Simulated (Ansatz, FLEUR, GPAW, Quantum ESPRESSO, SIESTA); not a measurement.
# MgSc3Ru2 (P4/mmm, 6 atoms in the cell) computed with different codes at matched settings

Self-consistent single point, at a second geometry (lattice scaled by 0.98). First geometry:

```yaml
crystal:
  lattice:
    - [3.26799, 0.00000, 0.00000]
    - [0.00000, 3.26799, 0.00000]
    - [0.00000, 0.00000, 10.92427]
  atoms:
    - { symbol: Mg, position: [0.50000, 0.50000, 0.50000] }
    - { symbol: Sc, position: [0.00000, 0.00000, 0.00000] }
    - { symbol: Sc, position: [0.00000, 0.00000, 0.71455] }
    - { symbol: Sc, position: [0.00000, 0.00000, 0.28545] }
    - { symbol: Ru, position: [0.50000, 0.50000, 0.84736] }
    - { symbol: Ru, position: [0.50000, 0.50000, 0.15264] }
```

Shared settings, as Ansatz (an electronic-structure program) writes them: kpoints.mp_grid.grid = 7 7 3; scf.occupations.method = fermi_dirac; scf.occupations.width = 0.1 eV. Potentials and cutoffs stand in the table.

```tsv
code	model	ΔF from the first geometry (meV/atom)	pressure (GPa)	largest force (eV/Å)	cutoff
GPAW	PBEsol, GPAW PAW datasets PBEsol (made by gpaw-setup)	-16.5	0.96	0.070	850 eV
Quantum ESPRESSO	PBEsol, PseudoDojo standard norm-conserving (PBESOL) pseudopotentials	-17.7	0.79	0.054	85 Ry
Ansatz	PBEsol, PAW files made with PBE	-18.0	0.71	0.056	default
FLEUR	PBEsol, all-electron FLAPW (FLEUR), scalar-relativistic valence	-15.7	–	0.088	Kmax 4.2 1/bohr
SIESTA	GGA PBEsol, numerical atomic orbitals TZP, PseudoDojo PBEsol standard norm-conserving potentials (rewritten from UPF to PSML)	-20.7	0.40	0.141	grid 350 Ry
```

Size of the force on each atom (eV/Å): Sizes of forces hide their directions.

| code | Mg1 | Sc2 | Sc3 | Sc4 | Ru5 | Ru6 |
|---|---|---|---|---|---|---|
| GPAW | 0.000 | 0.000 | 0.070 | 0.070 | 0.065 | 0.065 |
| Quantum ESPRESSO | 0.000 | 0.000 | 0.042 | 0.042 | 0.054 | 0.054 |
| Ansatz | 0.000 | 0.000 | 0.041 | 0.041 | 0.056 | 0.056 |
| FLEUR | 0.000 | 0.000 | 0.088 | 0.088 | 0.085 | 0.085 |
| SIESTA | 0.000 | 0.000 | 0.016 | 0.016 | 0.141 | 0.141 |

A dash marks a value that a program does not give, or that is left out as unsure.

On Ansatz's run: spin polarisation is off.

The spread over the programs that give each value: ΔF from the first geometry within 5.0 meV/atom; pressure within 0.56 GPa; largest force within 0.087 eV/Å.

SIESTA uses small atom-centred bases, whose incompleteness enters pressures, forces and empty levels differently from a plane-wave cutoff. FLEUR treats all electrons, but the usual bases taken here (sphere radii, linearisation, local orbitals, empty states) were not tested for convergence, so the values are no reference for the others. Ansatz's pressure is given at a fixed set of plane waves, as the other plane-wave codes print theirs; with its correction for the finite basis it is 0.75 GPa. In the force vectors, SIESTA (by 0.086) lies more than 0.08 eV/Å from the median of the plane-wave programs.

The starting cell comes from a database of computed structures (which also holds hypothetical and non-ambient phases and stackings), without a prior relaxation at this level. Its lattice was rescaled by a random factor within 2.5 % of one. For this run, on top of that: lattice scaled by 0.98.

Keys are those of Ansatz 0.2.
